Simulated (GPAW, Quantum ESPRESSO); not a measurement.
A GPAW input for a self-consistent single point of Ir₃Os (Pm-3m, 4 atoms in the cell) (DFT PBEsol, plane waves, GPAW PAW datasets PBEsol (made by gpaw-setup)):

```python
from ase import Atoms
from ase.units import GPa
from gpaw import GPAW, PW, FermiDirac

atoms = Atoms(['Os', 'Ir', 'Ir', 'Ir'],
              cell=[[3.848070, 0.000000, 0.000000],
                    [0.000000, 3.848070, 0.000000],
                    [0.000000, 0.000000, 3.848070]],
              scaled_positions=[[0.000000, 0.000000, 0.000000],
                                [0.000000, 0.500000, 0.500000],
                                [0.500000, 0.000000, 0.500000],
                                [0.500000, 0.500000, 0.000000]],
              pbc=True)

calc = GPAW(mode=PW(600),
            xc='PBEsol',
            kpts=(11, 11, 11),
            occupations=FermiDirac(0.1),
            nbands=-10,
            convergence={'density': 1e-05},
            symmetry={'symmorphic': False, 'tolerance': 0.0005},
            maxiter=150,
            txt='-')

atoms.calc = calc

energy = atoms.get_potential_energy()
print('Energy (eV):', round(energy, 6))
forces = atoms.get_forces()
print('Forces (eV/Ang):')
print(forces.round(5))
stress = atoms.get_stress()
print('Stress (GPa, Voigt):', (stress / GPa).round(4))
```

Problem. Translate this input to Quantum ESPRESSO.

Solution. This is the input that was run; spellings and numerical settings could be chosen otherwise.

```fortran
&control
    calculation = 'scf',
    prefix = 'pwscf',
    outdir = './out',
    pseudo_dir = './',
    tprnfor = .true.,
    tstress = .true.,
/
&system
    ibrav = 0,
    nat = 4,
    ntyp = 2,
    ecutwfc = 40,
    ecutrho = 320,
    occupations = 'smearing',
    smearing = 'fermi-dirac',
    degauss = 0.0073499,
    input_dft = 'pbesol',
/
&electrons
    conv_thr = 1.0e-11,
/
ATOMIC_SPECIES
Os   190.2300  Os_pbe_v1.2.uspp.F.UPF
Ir   192.2170  Ir_pbe_v1.2.uspp.F.UPF
CELL_PARAMETERS angstrom
   3.8480700000     0.0000000000     0.0000000000
   0.0000000000     3.8480700000     0.0000000000
   0.0000000000     0.0000000000     3.8480700000
ATOMIC_POSITIONS crystal
Os    0.0000000000    0.0000000000    0.0000000000
Ir    0.0000000000    0.5000000000    0.5000000000
Ir    0.5000000000    0.0000000000    0.5000000000
Ir    0.5000000000    0.5000000000    0.0000000000
K_POINTS automatic
11 11 11  0 0 0
```

Basis settings and potentials, where a program has them, do not carry over. This input uses DFT, PBEsol, plane waves, SSSP 1.1.2 efficiency (PBE) pseudopotentials. Both were run: pressure -7.88 GPa in GPAW and -6.65 in Quantum ESPRESSO.

On Quantum ESPRESSO: the starting cell comes from a database of computed structures (which also holds hypothetical and non-ambient phases and stackings), without a prior relaxation at this level. Spin polarisation is off. With a pressure of about -7 GPa the cell is away from its equilibrium volume at this level.

On GPAW: the starting cell comes from a database of computed structures (which also holds hypothetical and non-ambient phases and stackings), without a prior relaxation at this level. Spin polarisation is off. With a pressure of about -8 GPa the cell is away from its equilibrium volume at this level.
